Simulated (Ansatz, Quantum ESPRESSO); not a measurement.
One structure in several programs: YbIr2 (Fd-3m, 6 atoms in the cell)

Self-consistent single point, at a second geometry (lattice scaled by 0.98). First geometry:

```
CELL_PARAMETERS angstrom
      0.00000     3.76837     3.76837
      3.76837     0.00000     3.76837
      3.76837     3.76837     0.00000
ATOMIC_POSITIONS crystal
  Yb 0.00000 0.00000 0.00000
  Yb 0.25000 0.25000 0.25000
  Ir 0.12500 0.62500 0.62500
  Ir 0.62500 0.62500 0.12500
  Ir 0.62500 0.12500 0.62500
  Ir 0.62500 0.62500 0.62500
```

Shared settings, as Ansatz (a first-principles code) writes them: kpoints.mp_grid.grid = 8 8 8; scf.occupations.method = gaussian; scf.occupations.width = 0.05 eV. Potentials and cutoffs stand in the table.

```csv
code,model,ΔF from the first geometry (meV/atom),pressure (GPa),cutoff
Ansatz,"PBEsol, PAW files made with PBE",-4.2,5.84,420 eV
Quantum ESPRESSO,"PBEsol, SSSP 1.1.2 efficiency (PBE) pseudopotentials",-2.6,5.96,50 Ry
```

On Ansatz's run: spin-orbit coupling is off. Spin polarisation is off.

The spread over the programs that give each value: ΔF from the first geometry within 1.6 meV/atom; pressure within 0.12 GPa.

Ansatz's pressure is given at a fixed set of plane waves, as the other plane-wave codes print theirs; with its correction for the finite basis it is 5.93 GPa.

The starting cell comes from a database of computed structures (which also holds hypothetical and non-ambient phases and stackings), without a prior relaxation at this level. For this run, on top of that: lattice scaled by 0.98.

Left out of this page: Elk (not drawn, or without a comparable value).

Keys are those of Ansatz 0.2.
